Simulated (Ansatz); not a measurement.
## A short convergence ladder for TlPdF3 (P1, 5 atoms in the cell)

```yaml
crystal:
  lattice:
    - [4.29269, 0.00000, 0.00000]
    - [0.01633, 4.29273, 0.00000]
    - [0.00345, 0.03399, 4.29343]
  atoms:
    - { symbol: Tl, position: [0.99901, 0.99809, 0.99339] }
    - { symbol: Pd, position: [0.50009, 0.49781, 0.48724] }
    - { symbol: F, position: [0.00007, 0.49642, 0.48572] }
    - { symbol: F, position: [0.50151, 0.49987, 0.98714] }
    - { symbol: F, position: [0.49931, 0.99780, 0.48651] }
```

Base method: LDA (PW92), default PAW files made with PBE (plane waves; Ansatz, a quantum-chemistry and plane-wave program).

Base settings: basis.ecutwfc = 420 eV; kpoints.mp_grid.grid = 6 6 6; hamiltonian.xc = lda; hamiltonian.pseudopotentials = {kind: paw} (the program's default PAW files); scf.occupations.method = gaussian; scf.occupations.width = 0.1 eV.

Core times come from one kind of shared machine, to one figure; runs under 30 s give none.

**The force threshold of a relaxation**

On TlPdF₃ (P1, 5 atoms in the cell): one atom moved by 0.15 angstrom.

In this ladder: relax = atoms.

The mesh stays at the base's, so the ladder's end is converged at best in this setting alone.

Only quantities that move along the ladder and can be compared are tabulated.

```csv
relax.f_tol,free energy less the last step's (meV/atom),largest force left (eV/Å),relaxation steps,core time / last (rough)
0.2 eV/Å,0.55,0.0939,2,0.2
0.05 eV/Å,0.18,0.0170,2,0.2
0.02 eV/Å,0.01,0.0039,6,0.5
0.001 eV/Å,0.00,0.0008,10,1
```

Coarsest relax.f_tol that holds the free energy within 0.2 meV/atom of the last step, with all finer ones: 0.05 eV/Å, at about 0.2 of the last step's time; the step before is off by 0.55 meV/atom.

Coarsest relax.f_tol that holds the largest force left within 0.01 eV/Å of the last step, with all finer ones: 0.02 eV/Å; the step before is off by 0.016 eV/Å.

On the base run: the starting cell comes from a database of computed structures (which also holds hypothetical and non-ambient phases and stackings), without a prior relaxation at this level. Its lattice was rescaled by up to half a per cent. Spin polarisation is off. In the base run, with a pressure of about -6 GPa the cell is away from its equilibrium volume at this level.

Keys are those of Ansatz 0.2.
